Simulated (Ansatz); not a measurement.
MgO (model structure, started from the CsCl type, Pm-3m, No. 221, 2 atoms in the cell; like a known high-pressure phase) was calculated with PBEsol (PAW; Ansatz, an electronic-structure program).

Numerical settings: plane-wave cutoff 520 eV, 14×14×14 k mesh, Fermi–Dirac smearing 0.01 eV, scalar-relativistic PAW data made under PBE.

Cell (relaxed at this level):

MgO is taken in the cubic space group Pm-3m (No. 221), the CsCl type structure, Pearson symbol cP2. Lattice parameters: a = b = c = 2.6334 Å, α = β = γ = 90.00°. Mg on 1a sees 8 O at 2.281 Å (cubic). O on 1b is surrounded by 8 Mg at 2.281 Å (cubic). (Neighbours: up to the widest gap in distance over summed covalent radii, below 1.35, at either atom; cation-cation and far metal-metal contacts left out.)

Q: Give the computed band gap and bulk modulus.

A: 
- band gap: 2.47 eV (on the SCF k mesh)
- bulk modulus: 148 GPa

Note: the bulk modulus is −V dP/dV from two relaxed cells at ±2 % in volume.

Static lattice: no zero-point or thermal effects.

A model structure was made by putting elements into a prototype or built by hand; it is no filed structure, need not be a known phase, and can be a saddle point held by its symmetry.
